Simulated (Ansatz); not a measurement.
GaP (model structure, started from the BeO type, P4₂/mnm, No. 136, 8 atoms in the cell), treated with LDA in Ansatz (plane waves, PAW).

Numerical settings: plane-wave cutoff 520 eV, 6×6×10 k mesh (along the axes of the cell as run), Fermi–Dirac smearing 0.01 eV, scalar-relativistic PAW data made under PBE.

Cell (relaxed at this level):

```cif
data_Ga4P4
_chemical_formula_sum 'Ga4 P4'
_space_group_name_H-M_alt 'P42/mnm'
_space_group_IT_number 136
_space_group_name_Hall '-P 4n 2n'
_cell_length_a 6.58526
_cell_length_b 6.58526
_cell_length_c 3.81447
_cell_angle_alpha 90.000
_cell_angle_beta 90.000
_cell_angle_gamma 90.000
loop_
_atom_site_label
_atom_site_type_symbol
_atom_site_symmetry_multiplicity
_atom_site_Wyckoff_symbol
_atom_site_fract_x
_atom_site_fract_y
_atom_site_fract_z
_atom_site_occupancy
Ga1 Ga 4 g 0.17620 0.17620 0.50000 1
P1 P 4 f 0.31740 0.31740 0.00000 1
```

**Question.** Predict the band gap and smallest direct gap on the k points sampled.

**Answer.** 
- band gap: 1.00 eV (indirect)
- smallest direct gap on the k points sampled: 1.22 eV

Note: the relaxation could raise the start's symmetry but not lower it, so the cell can be a saddle point.

Spin–orbit coupling is not included.

Computed values are for the static lattice.

A model structure was made by putting elements into a prototype or built by hand; it is no filed structure, need not be a known phase, and can be a saddle point held by its symmetry.

Ansatz is a program for electronic structure.
